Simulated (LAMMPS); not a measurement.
Molecular dynamics of bulk Si (diamond structure), 5328 atoms, in a Müller-Plathe heat-flux run near 300 K, 201 Å from hot to cold slab.

Level of theory: classical MD, pair style sw, file Si.sw; code LAMMPS.

Problem. Give the lattice thermal conductivity at this length as this potential yields it.

Solution. lattice thermal conductivity at this length: 21.1 ± 0.5 W/(m K).

Caution: lattice part alone, classical nuclei, a finite length: a lower bound where phonon paths are long.
